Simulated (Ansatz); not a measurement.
**WC: energy against strain**

WC (WC type, P-6m2, 10.416 Å³/atom at rest, c along z) under a strain ε along c (axis z), the other axes held. r2SCAN in Ansatz, a plane-wave DFT program (PAW, default set), 500 eV, 23×23×20 Γ-centred mesh, Fermi-Dirac smearing 0.10 eV; ions are relaxed within the symmetry of each cell.

Here s stands for strain and y for E less E0.

```csv
strain (%),E less E0 (meV/atom)
-3.00,?
-1.50,7.61
-1.00,3.37
-0.50,0.85
0.00,0.00
0.50,0.77
1.00,3.11
1.50,6.97
```

Using a parabola, estimate the missing y at s = -3.00 from the other rows, showing the fit.

Least squares gives y = 0.000 - 0.1800·s + 3.2400·s². Residuals (row less fit): 0.050, -0.050, -0.050, 0.000, 0.050, 0.050, -0.050; standard error 0.061 (degrees of freedom: 4). Twice the quadratic coefficient over the volume, 2 × 3.2400 meV × 10⁴ × 0.1602 / 10.416 Å³, is the elastic constant C33 = 997 ± 8 GPa. At the withheld row, y = 0.000 - 0.1800 × (-3.0) + 3.2400 × (-3.0)² = 29.700 meV/atom. The calculation gives 31.22 meV/atom, 1.520 meV/atom above the prediction (4.9 % of the range of y in the table). The row lies outside the fitted rows, so this is an extrapolation. From the scatter of the fitted rows alone, a prediction at this place has a standard error of 0.234 meV/atom, so the miss is 6.5 times that.

One order more, fitted to all 13 runs of the series, follows each within 0.01, so the miss is the next term of a smooth law. In a metal these values are sensitive to mesh and smearing; energies are taken to zero smearing, stresses follow the free energy. Rows are the converged runs of the series near zero and its far end; series whose fitted rows scatter by over a few per cent of the range, as at a crossing or softening among them, aren't shown in this form. Most that stay on the fit to the last digits aren't either.
